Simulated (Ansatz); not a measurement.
Start from InP in the zinc blende structure (space group F-43m, No. 216; a = 5.8269 Å). Axes: x, y, z lie along the cube axes.

Calculations: LDA (Ansatz, a first-principles code, PAW, spin-orbit coupling left out).

Base values:

- Electron mass = 0.046 mₑ (at Γ)
- Band gap = 0.58 eV
- Valence-band top at Γ = 0.00, 0.00, 0.00 eV

One thing is altered: uniaxial strain ε_zz = +3.00 %, all other strain components held at zero, atoms relaxed at fixed cell.

Question: What does the calculation give for the electron mass after the change?

Answer: The electron mass goes from 0.046 mₑ (at Γ) to 0.040 mₑ along z, 0.031 mₑ across (at Γ).

Question: How does this affect the band gap?

Answer: The band gap shrinks by 0.214 eV, from 0.58 eV to 0.36 eV.

Question: Predict the new stress.

Answer: The stress (xx, yy, zz, yz, xz, xy; compression positive) amounts to (-1.52, -1.52, -2.92, 0.00, 0.00, 0.00) GPa.

Question: What happens to the energy relative to the base?

Answer: The energy grows by 6.8 meV/atom.

Question: Predict the new valence-band top at Γ.

Answer: The valence-band top at Γ (three highest levels, from the VBM) changes from 0.00, 0.00, 0.00 eV to 0.00, 0.00, -0.15 eV.

Masses are band curvatures over ±0.01 Å⁻¹ around the edge. Whether these cells are dynamically stable was not tested.
